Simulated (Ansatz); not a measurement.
GaN (model structure, started from the NiAs type, P6₃/mmc, No. 194, 4 atoms in the cell) was calculated with PBEsol in Ansatz (PAW).

Input file:

Ansatz 0.2 input:
```yaml
crystal:
  lattice:
    - [2.9883356551, 0.0, 0.0]
    - [-1.4941678275, 2.5879745923, 0.0]
    - [0.0, 0.0, 5.0740168465]
  atoms:
    - { symbol: Ga, position: [0.0, 0.0, 0.0] }
    - { symbol: Ga, position: [0.0, 0.0, 0.5] }
    - { symbol: N, position: [0.3333333333, 0.6666666667, 0.25] }
    - { symbol: N, position: [0.6666666667, 0.3333333333, 0.75] }
basis:
  ecutwfc: 520
  ecutrho_ratio: 4
  xc_grid: 2
kpoints:
  mp_grid: { grid: [12, 12, 8] }
hamiltonian:
  xc: pbesol
  dispersion: none
  pseudopotentials: { kind: paw }
scf:
  occupations: { method: fermi_dirac, width: 0.01 }
output:
  forces: true
  stress: true
  eigenvalues: true
relax:
  f_tol: 0.004
  escape_saddle: false
  max_steps: 80
  cell: { stress_tol: 0.02, fix: [volume] }
```

From the output:

```
Relaxation: its limit of steps is 80 (relax.max_steps)
Crystal: 4 atoms, lattice volume = 39.241 Å³
Basis set: ecut = 520 eV, 1051 PW (Γ), exchange–correlation on 48×48×80 points (8 copies of the dense FFT grid, shifted against one another)
Bands: 22, of which v1, the nominal top of the filled ones, is band 18 counted from 1 (17 counted from 0)
Symmetry: 24 space group operations
Space group: P63/mmc (ITA 194), of the structure as read, at distance tolerance 3.4e-5 Å
k-points: 95 of 1152
Functional: x = pbesol(κ = 0.804, μ = 0.12345679012345678), c = pbesol(β = 0.046)
SCF iter   1: F=—  HF=-8243.453738 eV  |F-HF|=—  |Δ(HF+E_count)|=         —  Δρ=1.34e-2  dr2=6.70e-2
SCF iter   2: F=—  HF=-8243.434884 eV  |F-HF|=—  |Δ(HF+E_count)|=   1.89e-2  Δρ=3.05e-3  dr2=3.83e-3
  ...
SCF 1 converged in 6 iterations: F = -8243.433921 eV  dr2 = 4.12e-9
Crystal: 4 atoms, lattice volume = 39.241 Å³
Basis set: ecut = 520 eV, 1075 PW (Γ), exchange–correlation on 48×48×80 points (8 copies of the dense FFT grid, shifted against one another)
Initial density: handed on by an earlier stage of this run
SCF 2 converged in 6 iterations: F = -8243.433991 eV  dr2 = 7.77e-13
Crystal: 4 atoms, lattice volume = 39.241 Å³
SCF 3 converged in 6 iterations: F = -8243.434014 eV  dr2 = 9.46e-14
Crystal: 4 atoms, lattice volume = 39.241 Å³
SCF iter   7: F=-8243.434013 eV  HF=-8243.434013 eV  |F-HF|=1.82e-12  |Δ(HF+E_count)|=    0.00e0  Δρ=5.85e-10  dr2=4.33e-17
SCF iter   8: F=-8243.434013 eV  HF=-8243.434013 eV  |F-HF|=1.82e-12  |Δ(HF+E_count)|=    0.00e0  Δρ=2.33e-10  dr2=1.76e-17
SCF 4 converged in 8 iterations: F = -8243.434013 eV  dr2 = 1.76e-17
SCF converged after 8 iterations
Free energy (F): -8243.434013 eV
Internal energy: -8243.434013 eV  (E = F + TS)
E sigma→0 (E₀):  -8243.434013 eV
Fermi energy:    13.025472 eV
--- Stress (GPa, compression-positive) ---
       -4.141822       0.000000       0.000000
        0.000000      -4.141822       0.000000
        0.000000       0.000000      -4.142199
  P = ⅓ Tr σ = -4.1419 GPa (-41.419 kbar)
```

The cell is one volume of an energy–volume scan, off the minimum.

The PAW data were made under PBE.

Note: the relaxation could raise the start's symmetry but not lower it, so the cell can be a saddle point.

It cost roughly 22 core-seconds of CPU time.

A model structure was made by putting elements into a prototype or built by hand; it is no filed structure, need not be a known phase, and can be a saddle point held by its symmetry.

Ansatz is a quantum-chemistry and plane-wave program.
